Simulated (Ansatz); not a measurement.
**Point defect Sb on the Si site (Sb_Si) in 6H silicon carbide**

Computed with PBE, PAW (plane waves to 420 eV; Ansatz, a first-principles code). The supercell holds 144 host sites (3×2×1 repeats of a cell of 24 atoms), with a 2×2×1 shifted k-point sampling for the final energies. Site at the start: the Si(h) site. Charged cells carry a point-charge image correction with potential alignment at far atoms. Dielectric constants: PBE linear response of the host. Host gap at this level: 2.01 eV. These values are not converged in cell size to better than tenths of an eV. PBE underestimates the host's gap, which shifts levels and can delocalise carriers. Spin–orbit coupling is left out, which matters for these heavy elements. Each state is the lowest found from its start.

Charges with a result: +1, 0, −1. Others weren't obtained, and one of them could lie lower, also by skipping a charge.

```tsv
charge	moment (μB)	largest move off a lattice site (Å)	image correction with alignment (eV)
+1	not spin-polarised	0.18	0.29
0*	fractional	0.19	–
−1†	not spin-polarised	0.19	-0.07
```

* At this level the carrier isn't localised at the defect: at charge 0 electrons occupy the conduction band. Such a state is shallow or no state of the defect, and this cell gives it no level.

† Not settled in this cell, so no level is given: charge −1: carriers not clearly localised, level within 0.1 eV of a band edge or past it.

No other site or start that was run ended lower by more than 0.1 eV.

Flagged in the runs: a doubtful potential alignment, a host whose relaxation on this sampling wasn't shown to rest.
